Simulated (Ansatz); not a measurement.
System: LiF (P6₃mc, No. 186, 4 atoms in the cell; start mp-1185301; a measured phase of this formula has another space group). Method: r²SCAN0 in Ansatz (PAW).

Numerical settings: plane-wave cutoff 520 eV, 9×9×6 k mesh (along the axes of the cell as run), Fermi–Dirac smearing 0.01 eV, scalar-relativistic PAW data made under PBE.

The cell is the one relaxed with PBEsol. Conventional cell: a = 3.0962 Å, b = 3.0962 Å, c = 4.8121 Å, α = 90.00°, β = 90.00°, γ = 120.00°.

```yaml
crystal:
  lattice:
    - [3.09623, 0.00000, 0.00000]
    - [-1.54812, 2.68141, 0.00000]
    - [0.00000, 0.00000, 4.81213]
  atoms:
    - { symbol: Li, position: [0.33333, 0.66667, 0.38232] }
    - { symbol: Li, position: [0.66667, 0.33333, 0.88232] }
    - { symbol: F, position: [0.33333, 0.66667, 0.99267] }
    - { symbol: F, position: [0.66667, 0.33333, 0.49267] }
```

Task: List the 10 lowest band energies at Γ above −25 eV (eV, relative to the valence band maximum), grouping those that round alike.

Result: At Γ: -21.76, -21.52, -2.25, -0.53 (×2), -0.19 (×2), 0.00, 11.14, 15.77.

Note: the run warned that its exchange threshold was loose for the stress; cell and atoms aren't relaxed at this level (pressure -2.0 GPa).

A start named mp-… is a Materials Project structure, which need not be a measured phase.

Ansatz is a quantum-chemistry and plane-wave program.
